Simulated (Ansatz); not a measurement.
Base system: ZrO2 (space group P4_2/nmc, No. 137; a = 3.621 Å, c = 5.283 Å).

The values are results of DFT with PBE, PAW potentials and a 420 eV plane-wave cutoff in Ansatz (a quantum-chemistry and plane-wave program), spin-orbit coupling left out, not measurements.

For the base:

The gap character comes out as indirect, k = (0.222, 0.222, 0) in the run's primitive reciprocal basis → Γ. The band gap is 4.04 eV.

Now apply this change: an isotropic linear strain of −2.74 %, atoms relaxed at fixed cell.

Problem. Predict the new gap character, band gap and energy relative to the base.

Solution. The gap character becomes indirect, A → Γ (base: indirect, k = (0.222, 0.222, 0) in the run's primitive reciprocal basis → Γ); the band gap increases by 0.06 eV to 4.10 eV; the energy goes up by 47 meV/atom.

Gaps are read on the SCF mesh and a high-symmetry path. No phonon test of stability was made. This is not the structure that ZrO2 has at room temperature and ambient pressure.
